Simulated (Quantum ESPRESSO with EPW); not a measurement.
AlP: phonon-limited electron drift mobility along x at 300 K against the coarse meshes from which the couplings are interpolated (Quantum ESPRESSO with EPW, LDA, PseudoDojo 0.4 norm-conserving potentials with their local tails restored to the Coulomb form, DFPT electron-phonon coupling, iterative Boltzmann equation). Each run picks its fine mesh from its own bands, so these can differ.

Space group F-43m (No. 216); a = b = c = 5.4264 Å, α = β = γ = 90.00°

| atom | site | symmetry | x | y | z |
|---|---|---|---|---|---|
| Al | 4a | -43m | 0.0000 | 0.0000 | 0.0000 |
| P | 4d | -43m | 0.7500 | 0.7500 | 0.7500 |
(The calculation used a cell of 2 atoms; values per cell refer to that cell.)

```csv
coarse k,coarse q,fine mesh,Wannier miss near the edge (meV),μ (cm²/(V·s)),move from a fine mesh of 0.7 the divisions,against the last row
8×8×8,4×4×4,80×80×80,16,344,1 %,+1 %
12×12×12,6×6×6,82×82×82,6,341,6 %,-
```

The last step in the coarse meshes, 8×8×8/4×4×4 to 12×12×12/6×6×6, moves the value by 1 %, and the fine meshes of those two rows move it by up to 6 %. The step can't be told from the fine-mesh error, so the table bounds the uncertainty at about that size and doesn't show convergence below it.

Dilute carriers, scattering by harmonic phonons alone, dynamical quadrupoles left out; computed gap 1.42 eV. Spin-orbit coupling is left out. Leaving out quadrupoles slows convergence with the coarse q mesh and, in piezoelectric crystals, misstates scattering by acoustic modes, which can move the mobility by tens of per cent or more, whatever the mesh. Geometry: relaxed with this functional.
